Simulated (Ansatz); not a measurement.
The starting structures come from a database of crystals and need not be the phases stable at ambient conditions.

Here is the system:

```yaml
crystal:
  lattice:
    - [4.29765, 0.00000, 0.00000]
    - [0.00000, 7.00787, 0.00000]
    - [2.14883, 0.00000, 3.72187]
  atoms:
    - { symbol: Cd, position: [0.00000, 0.50977, 0.00000] }
    - { symbol: Cd, position: [0.33333, 0.99036, 0.33333] }
    - { symbol: Se, position: [0.33333, 0.37425, 0.33333] }
    - { symbol: S, position: [0.00000, 0.87762, 0.00000] }
```

Space group of this cell: P3m1. The cell is taken as given; by r2SCAN its mean pressure is -1.7 GPa.

Calculation: r2SCAN (plane waves, PAW; Ansatz, a first-principles code).

The current runs along the normal of the first two printed vectors; no spin-orbit coupling. Scaled by the factor s: all lengths (ions clamped). The meshes follow the cell: 8×6×8 and 8×6 across at s = 0.98, 8×4×8 and 8×4 across at s = 1.00, 8×4×8 and 8×4 across at s = 1.02.

```json
[
 {"s": "0.98", "mean pressure (GPa)": "1.6", "band gap (eV)": "1.29"},
 {"s": "1.00", "mean pressure (GPa)": "-1.7", "band gap (eV)": "1.15"},
 {"s": "1.02", "mean pressure (GPa)": "-4.2", "band gap (eV)": "?"}
]
```

### Question
Take the slope of the band gap against ln s from the two given rows, extrapolate to s = 1.02, and say what the run there gives.

### Answer
Slope = (1.29 − 1.15) / ln 0.98 = -6.93 eV. The line gives 1.15 + (-6.93) × ln 1.02 = 1.01 eV. The run gives 1.01 eV, as the line does.
